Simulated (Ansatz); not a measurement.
NaI: biaxial strain −2.50 %, plane normal [111], relaxed out of plane

Base system: NaI in the rock salt structure (space group Fm-3m, No. 225; a = 6.4021 Å). Axes: x, y, z lie along the cube axes.

One thing is altered: biaxial strain −2.50 %, plane normal [111], relaxed out of plane (Cartesian); in-plane vectors clamped, the third vector and the atoms free.

The values are results of PBEsol (Ansatz, a quantum-chemistry and plane-wave program; PAW; 420 eV plane waves; without spin-orbit coupling), not measurements. Settings: 9×9×9 k-points, 0.05 eV Fermi–Dirac smearing.

The volume per atom shrinks by 0.87 Å³, from 32.80 Å³ to 31.93 Å³ and the space group becomes R-3m (No. 166) (base: Fm-3m (No. 225)). The shortest interatomic distance drops by 0.027 Å to 3.174 Å and the energy goes up by 3.7 meV/atom. The pressure (mean of the normal stresses, compression positive) grows by 4.85 kbar (0.1 kbar → 4.9 kbar) and the band gap falls by 0.03 eV (3.60 eV → 3.57 eV). The gap character is still direct at Γ and the electron mass changes from 0.26 mₑ (at Γ) to 0.24 mₑ out of plane, 0.26 mₑ in plane (at Γ). The valence-band top at Γ (three highest levels, from the VBM) becomes 0.00, 0.00, -0.25 eV (base: 0.00, 0.00, 0.00 eV) and the valley order (the lowest conduction-band minima on the path, energy above the VBM, named in the base's zone) goes from Γ 3.60 eV; X along ⟨100⟩ 4.47 eV; L along ⟨111⟩ 4.96 eV to Γ 3.57 eV; X along [010] 4.38 eV; L along [1-1-1] 4.83 eV; L along [111] 5.03 eV. The out-of-plane strain comes out as +2.42 % and the ratio −ε⊥/ε∥ amounts to 0.97. The mean in-plane stress (compression positive) comes out as +0.7 GPa.

Cost of the whole job for the changed cell (relaxation, final SCF and bands): about 27 core-seconds (a rough figure).

Spin-orbit coupling, missing from the scalar runs, can matter with I. Masses are band curvatures over ±0.01 Å⁻¹ around the edge. Stability against distortions was not tested. k-point labels follow each cell's own Brillouin zone.
